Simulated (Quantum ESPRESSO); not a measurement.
Equation of state of Cu3Au-type Al3Sc (space group 221): energy against volume (Quantum ESPRESSO, LDA)

```
Al3Sc
1.0
    3.94054     0.00000     0.00000
    0.00000     3.94054     0.00000
    0.00000     0.00000     3.94054
Sc Al
1 3
Direct
  0.00000   0.00000   0.00000
  0.00000   0.50000   0.50000
  0.50000   0.00000   0.50000
  0.50000   0.50000   0.00000
```

Method: LDA (PZ), GBRV 1.5 ultrasoft (LDA) pseudopotentials (plane waves; Quantum ESPRESSO 7.5). Settings: ecutwfc = 65 Ry; ecutrho = 520 Ry; occupations = smearing; smearing = fd; degauss = 0.0036749 Ry; potentials = {Sc: sc_lda_v1.uspp.F.UPF, Al: al_lda_v1.uspp.F.UPF}; K_POINTS = automatic 15 15 15 0 0 0; conv_thr = 1e-10 Ry; mixing_beta = 0.3. The cell above is the first row's. The rows scale it uniformly. In all rows fractional positions and the k mesh are held. E is the free energy at the stated smearing, counted from the lowest row.

| V (Å^3/atom) | E (meV/atom) |
|---|---|
| 15.297 | ? |
| 15.630 | 10.63 |
| 15.962 | 3.00 |
| 16.295 | 0.00 |
| 16.627 | 1.17 |
| 16.960 | 6.12 |
| 17.292 | 14.44 |
| 17.625 | 25.79 |
| 17.957 | 39.91 |

Fit E of the 8 rows that show it with the third-order Birch-Murnaghan form, a cubic in V^(-2/3). With u = V^(-2/3) - 0.153, the rows have u = 0.006966, 0.004740, 0.002584, 0.000506, -0.001510, -0.003456, -0.005345, -0.007171. Least squares gives E = 2.063 - 1989.93·u + 460295·u² + 270581·u³. Residuals (row less fit): 0.002, -0.001, 0.001, -0.004, 0.004, 0.013, -0.018, 0.007; standard error 0.012 (degrees of freedom: 4). Its minimum lies at u = 0.002157, so V0 = (0.155157)^(-3/2) = 16.36. There d²E/du² = 924100 and d³E/du³ = 1623000, so B0 = (4/9) × 16.36^(-7/3) × 924100 × 0.160218 = 96.8 GPa (the last factor turns the table's units into GPa), and B0' = 4 + (2/3) × 0.155157 × (1623000)/924100 = 4.2. The program's pressures in the fitted runs (not shown) pass through zero at V = 16.36, 0.02 % from this V0.

### Question
Estimate the missing E (V = 15.297); what did the run itself give?

### Answer
u = 0.009279, so E = 2.063 - 1989.93 × 0.009279 + 460295 × 0.009279² + 270581 × 0.009279³ = 23.446 meV/atom. The calculation gives 23.39 meV/atom, 0.056 meV/atom below the prediction (0.1 % of the range of E in the table). The row lies outside the fitted rows, so this is an extrapolation. From the scatter of the fitted rows alone, a prediction at this place has a standard error of 0.036 meV/atom, so the miss is 1.6 times that.

Carrying the step between the two nearest rows on in a straight line would have given 18.28, off by 5.11; series whose last step already gives the withheld value aren't shown. The scan was laid around a cell of about the measured size, scaled by a guess for this functional. The runs keep the symmetry of the cell, so they don't test it for distortions. Cutoffs and mesh are single choices, not tested for convergence of this quantity. Series with a scatter that would blur these digits, or in which a gap closes, are not shown. Nor are scans whose minimum lies at an end fitted in this form.
